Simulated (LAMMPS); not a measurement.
Quenches at 1e+13 K/s across the composition of Cu (fcc) with a share x of Cu sites Pd; each row starts from its own melt temperature.

Level of theory: classical MD, pair style eam, the elements' _u3.eam files (universal-3 set of Foiles, Baskes and Daw), run in LAMMPS.

```
x                     density  state
----  -----------------------  -----
0.25  9.45 g/cm³ (one sample)  glass
0.5   10.3 g/cm³ (one sample)  glass
0.75  11.0 g/cm³ (one sample)  glass
```
